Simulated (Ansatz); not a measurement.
Band structure of LaSi₃Ru (I4mm, 5 atoms in the cell).

```xyz
5
Lattice="-2.1327 2.1327 4.9822 2.1327 -2.1327 4.9822 2.1327 2.1327 -4.9822" Properties=species:S:1:pos:R:3 pbc="T T T"
La     0.0000     0.0000     9.9574
Si     0.0000     0.0000     4.1625
Si     2.1327     0.0000     2.5973
Si     0.0000     2.1327     2.5973
Ru     0.0000     0.0000     6.5332
```

Level of theory: PBEsol, PAW files made with PBE (plane waves; Ansatz, a first-principles code).

Settings: kpoints.mp_grid.grid = 9 9 9; hamiltonian.xc = pbesol; hamiltonian.pseudopotentials = {kind: paw} (the program's default PAW files); scf.occupations.method = gaussian; scf.occupations.width = 0.05 eV; kpoints.band_path.npoints = 8.

The starting cell comes from a database of computed structures (which also holds hypothetical and non-ambient phases and stackings), without a prior relaxation at this level. Spin polarisation is off.

Levels in eV from the Fermi level, bands 17 to 24:
| point | 17 | 18 | 19 | 20 | 21 | 22 | 23 | 24 |
|---|---|---|---|---|---|---|---|---|
| Γ | -1.76 | -0.83 | -0.83 | 0.54 | 0.54 | 1.66 | 2.29 | 2.40 |
| X | -2.04 | -2.03 | -1.34 | -0.97 | 2.20 | 2.22 | 2.49 | 2.63 |
| Y | -1.79 | -1.61 | -1.18 | -0.82 | 1.97 | 2.29 | 2.41 | 2.60 |
| S | -1.92 | -1.62 | -0.77 | 0.31 | 1.29 | 2.10 | 2.42 | 2.48 |
| Z | -1.76 | -1.62 | 0.22 | 1.05 | 1.05 | 1.62 | 1.80 | 2.24 |
| S1 | -1.92 | -1.62 | -0.77 | 0.31 | 1.29 | 2.10 | 2.42 | 2.48 |
| N | -1.78 | -1.49 | -1.03 | -0.03 | 0.65 | 1.93 | 2.41 | 2.54 |
| P | -1.85 | -1.75 | -1.75 | -1.20 | 1.83 | 2.37 | 2.37 | 2.63 |
| Y1 | -1.79 | -1.61 | -1.18 | -0.82 | 1.97 | 2.29 | 2.41 | 2.60 |

Bands cross the Fermi level along this path, so the cell is metallic at this level.

Keys are those of Ansatz 0.2.
